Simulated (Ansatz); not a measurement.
# MgTe: response to strain

Start from MgTe in the wurtzite structure (space group P6_3mc, No. 186; a = 4.561 Å, c = 7.412 Å). Axes: x lies along a and z along c of the hexagonal cell.

Strains are applied to the cell and any free atomic positions relax.

Calculations: Kohn–Sham DFT with the PBEsol functional, run in Ansatz (a program for electronic structure) with PAW and 420 eV plane waves, no spin-orbit coupling.

```tsv
uniaxial strain ε_zz (%)	band gap (eV)
0	2.39
0.6	2.36
1.2	2.32
1.8	?
2.4	2.24
3	2.19
```

Task: Fit E_g = E₀ + Dε (ε in %) to the rows shown and predict the withheld row.

Result: Least squares on the printed values gives E₀ = 2.40 eV, D = -66.9 meV per % of strain (largest residual 0.01 eV); this predicts 2.28 eV, and the run gives 2.28 eV, in agreement.

With Te present, leaving out spin-orbit coupling can change the band edges. Stability against distortions was not tested.
